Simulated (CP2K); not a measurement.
A self-consistent single point of Ti₃Nb (Amm2, 4 atoms in the cell) with CP2K

Level of theory: LDA (Pade form), GPW, DZVP-MOLOPT-SR-GTH basis, GTH-PADE potentials (GTH_POTENTIALS) run with CP2K 2026.2.

Input:

```
&GLOBAL
  PROJECT run
  RUN_TYPE ENERGY_FORCE
  PRINT_LEVEL MEDIUM
&END GLOBAL
&FORCE_EVAL
  METHOD Quickstep
  STRESS_TENSOR ANALYTICAL
  &DFT
    BASIS_SET_FILE_NAME BASIS_MOLOPT
    POTENTIAL_FILE_NAME GTH_POTENTIALS
    &QS
      METHOD GPW
      EPS_DEFAULT 1E-10
    &END QS
    &MGRID
      CUTOFF 600
      REL_CUTOFF 40
      NGRIDS 5
    &END MGRID
    &SCF
      SCF_GUESS ATOMIC
      EPS_SCF 1E-7
      MAX_SCF 100
      ADDED_MOS 9
      &DIAGONALIZATION
        ALGORITHM STANDARD
      &END DIAGONALIZATION
      &MIXING
        METHOD BROYDEN_MIXING
        ALPHA 0.2
        NBUFFER 8
      &END MIXING
      &SMEAR ON
        METHOD FERMI_DIRAC
        ELECTRONIC_TEMPERATURE [K] 1160.45
      &END SMEAR
    &END SCF
    &KPOINTS
      SCHEME MONKHORST-PACK 3 10 10
      GAMMA_CENTERED T
    &END KPOINTS
    &XC
      &XC_FUNCTIONAL PADE
      &END XC_FUNCTIONAL
    &END XC
    &PRINT
      &MO
        EIGENVALUES T
        OCCUPATION_NUMBERS T
        NDIGITS 8
        FILENAME mo
        &EACH
          QS_SCF 0
        &END EACH
        ADD_LAST NUMERIC
      &END MO
      &MULLIKEN ON
      &END MULLIKEN
    &END PRINT
  &END DFT
  &SUBSYS
    &CELL
      A 9.04699000 0.00000000 0.00000000
      B 0.00000000 2.89642100 0.00000000
      C 0.00000000 1.11542900 2.67302700
      PERIODIC XYZ
    &END CELL
    &COORD
      Ti       0.00000000     0.73284464     0.48828184
      Ti       2.24772467     3.17473738     2.11527319
      Ti       6.79926533     3.17473738     2.11527319
      Nb       4.52349500     0.94134048     0.62719906
    &END COORD
    &KIND Ti
      BASIS_SET DZVP-MOLOPT-SR-GTH-q12
      POTENTIAL GTH-PADE-q12
    &END KIND
    &KIND Nb
      BASIS_SET DZVP-MOLOPT-SR-GTH-q13
      POTENTIAL GTH-PADE-q13
    &END KIND
  &END SUBSYS
  &PRINT
    &FORCES ON
    &END FORCES
    &STRESS_TENSOR ON
    &END STRESS_TENSOR
  &END PRINT
&END FORCE_EVAL
```

Output, abridged:

```
 GLOBAL| Method name                                                        CP2K
 GLOBAL| Project name                                                        run
 GLOBAL| Run type                                                   ENERGY_FORCE

 CELL| Volume [angstrom^3]:                                            70.043710
 CELL| Vector a [angstrom]:       9.047     0.000     0.000   |a| =     9.046990
 CELL| Vector b [angstrom]:       0.000     2.896     0.000   |b| =     2.896421
 CELL| Vector c [angstrom]:       0.000     1.115     2.673   |c| =     2.896421
 CELL| Angle (b,c), alpha [degree]:                                    67.349682
 CELL| Angle (a,c), beta  [degree]:                                    90.000000
 CELL| Angle (a,b), gamma [degree]:                                    90.000000
 CELL| Numerically orthorhombic:                                              NO
 CELL| Periodicity                                                           XYZ

 DFT| Spin restricted Kohn-Sham (RKS) calculation                            RKS
 DFT| Multiplicity                                                             2
 DFT| Number of spin states                                                    1
 DFT| Charge                                                                   0
 DFT| XC density smoothing                                                  NONE
 DFT| XC derivatives                                                          PW

 QS| Method:                                                                 GPW
 QS| Density plane wave grid type                        NON-SPHERICAL FULLSPACE
 QS| Number of grid levels:                                                    5
 QS| Density cutoff [a.u.]:                                                300.0
 QS| Multi grid cutoff [a.u.]: 1) grid level                               300.0
   [... lines left out ...]
 BRILLOUIN| Wavefunction type                                            COMPLEX
 BRILLOUIN| List of Kpoints [2 Pi/Bohr]                                      152
 BRILLOUIN| Number           Weight            X              Y              Z
 BRILLOUIN|     1           0.00667       -0.33333       -0.40000       -0.40000
 BRILLOUIN|     2           0.00667       -0.33333       -0.40000       -0.30000
 BRILLOUIN|     3           0.00667       -0.33333       -0.40000       -0.20000
   [... 149 lines left out ...]
 *******************************************************************************

 Extrapolation method: initial_guess

 Re-scaling the density matrix to get the right number of electrons
                  # Electrons              Trace(P)               Scaling factor
                           49                49.000                        1.000

 Number of electrons:                                                         49
 Number of occupied orbitals:                                                 25
 Number of molecular orbitals:                                                34

 Number of orbital functions:                                                104
 Number of independent orbital functions:                                    104
 SCF WAVEFUNCTION OPTIMIZATION

  Step     Update method      Time    Convergence         Total energy    Change
     1 NoMix/Diag. 0.20E+00      -     1.54690365      -232.8727311253 -2.33E+02
     2 Broy./Diag. 0.20E+00      -     0.52753894      -233.4396030713 -5.67E-01
     3 Broy./Diag. 0.20E+00      -     0.21588976      -234.4494234302 -1.01E+00
     4 Broy./Diag. 0.20E+00      -     0.07511353      -233.1530160810  1.30E+00
     5 Broy./Diag. 0.20E+00      -     0.06704293      -232.1411333296  1.01E+00
     6 Broy./Diag. 0.20E+00      -     0.01265657      -231.3620373334  7.79E-01
     7 Broy./Diag. 0.20E+00      -     0.00940146      -231.5926278705 -2.31E-01
   [... 8 lines left out ...]
    16 Broy./Diag. 0.20E+00      -     0.00000093      -231.6308907525  6.90E-05
    17 Broy./Diag. 0.20E+00      -     0.00000091      -231.6308933868 -2.63E-06
    18 Broy./Diag. 0.20E+00      -     0.00000011      -231.6308941028 -7.16E-07
    19 Broy./Diag. 0.20E+00      -     0.00000015      -231.6308933220  7.81E-07
    20 Broy./Diag. 0.20E+00      -     6.9637E-09      -231.6308931558  1.66E-07
  *** SCF run converged in    20 steps ***

  Electronic density on regular grids:        -48.9999999971        0.0000000029
  Core density on regular grids:               48.9999999978       -0.0000000022
  Total charge density on r-space grids:        0.0000000006
  Total charge density g-space grids:           0.0000000006

  Overlap energy of the core charge distribution:               0.00000000000000
  Self energy of the core charge distribution:               -424.33641046352130
  Core Hamiltonian energy:                                    105.33572886775465
  Hartree energy:                                             115.78076198747314
  Exchange-correlation energy:                                -28.40321292439251
  Electronic entropic energy:                                  -0.00776062303743
  Fermi energy:                                                 0.41727642843134

  Total energy:                                              -231.63089315579040
  Total energy (extrapolated to T->0):                       -231.62701284427169

                     Mulliken Population Analysis

 #  Atom  Element  Kind  Atomic population                           Net charge
       1     Ti       1         11.997918                              0.002082
       2     Ti       1         12.170570                             -0.170570
       3     Ti       1         12.170570                             -0.170570
       4     Nb       2         12.660942                              0.339058
 # Total charge                             49.000000                  0.000000

 ENERGY| Total FORCE_EVAL ( QS ) energy [hartree]           -231.630893245841293

 FORCES| Atomic forces [hartree/bohr]
 FORCES|   Atom     x               y               z               |f|
 FORCES|      1  4.12684434E-10  1.34336259E-04  8.95105054E-05   1.61426024E-04
 FORCES|      2  3.87693710E-03 -1.83476078E-03 -1.22247376E-03   4.45998100E-03
 FORCES|      3 -3.87693507E-03 -1.83475790E-03 -1.22247437E-03   4.45997822E-03
 FORCES|      4 -2.40348868E-09  3.53573901E-03  2.35580846E-03   4.24868025E-03
 FORCES| Sum     3.07310795E-11  5.56583136E-07  3.70838781E-07
 FORCES| Total atomic force                                       6.68809531E-07

 STRESS| Analytical stress tensor [bar]
 STRESS|                        x                   y                   z
 STRESS|      x       -1.01317241455E+05   1.38415973978E-02  -8.00891211372E-04
 STRESS|      y        1.38415973978E-02  -1.01218385799E+05  -6.17669915400E+03
 STRESS|      z       -8.00891211372E-04  -6.17669915400E+03  -9.60634511482E+04
 STRESS| 1/3 Trace                                            -9.95330261341E+04
```

The run converged in 20 iterations.

The starting cell comes from a database of computed structures (which also holds hypothetical and non-ambient phases and stackings), without a prior relaxation at this level. Spin polarisation is off. Values carry the incompleteness of an atom-centred basis. With a pressure of about -10 GPa the cell is away from its equilibrium volume at this level.

Cost on one core of a shared machine: roughly 2 min.
